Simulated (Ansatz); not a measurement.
Results of PBE0 (PAW; Ansatz, a quantum-chemistry and plane-wave program) for L1₂ (Cu3Au-type) Ni₃Fe.

Numerical settings: plane-wave cutoff 460 eV, 8×8×8 k mesh, Fermi–Dirac smearing 0.05 eV, spin-polarised with parallel moments, scalar-relativistic PAW data made under PBE.

Computed at the level's own relaxed cell.

### Question
Give the computed volume per atom, bulk modulus and magnetic moment (largest site, within a sphere).

### Answer

volume per atom: 11.26 Å³/atom
bulk modulus: 188 GPa
magnetic moment (largest site, within a sphere): 3.56 μB

Moments are spin moments.
